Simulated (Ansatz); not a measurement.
CaScO2F (model structure, started from the SrVO2H type, P4/mmm, No. 123, 5 atoms in the cell) was calculated with LDA (Ansatz, a quantum-chemistry and plane-wave program, plane waves, PAW).

Numerical settings: plane-wave cutoff 520 eV, 8×8×8 k mesh, Fermi–Dirac smearing 0.01 eV, scalar-relativistic PAW data made under PBE.

Cell (relaxed at this level):

```xyz
5
Lattice="4.0175 0.0000 0.0000 0.0000 4.0175 0.0000 0.0000 0.0000 3.9080" Properties=species:S:1:pos:R:3 pbc="T T T"
Ca     2.0088     2.0088     1.9540
Sc     0.0000     0.0000     0.0000
O      2.0088     0.0000     0.0000
O      0.0000     2.0088     0.0000
F      0.0000     0.0000     1.9540
```

Task: What does this level give for the band gap and smallest direct gap on the k points sampled?

Result: 
band gap: 2.81 eV (indirect)
smallest direct gap on the k points sampled: 3.20 eV

Note: the relaxation could raise the start's symmetry but not lower it, so the cell can be a saddle point.

Computed values are for the static lattice.

Computing time: very roughly 12 core-seconds.

A model structure was made by putting elements into a prototype or built by hand; it is no filed structure, need not be a known phase, and can be a saddle point held by its symmetry.
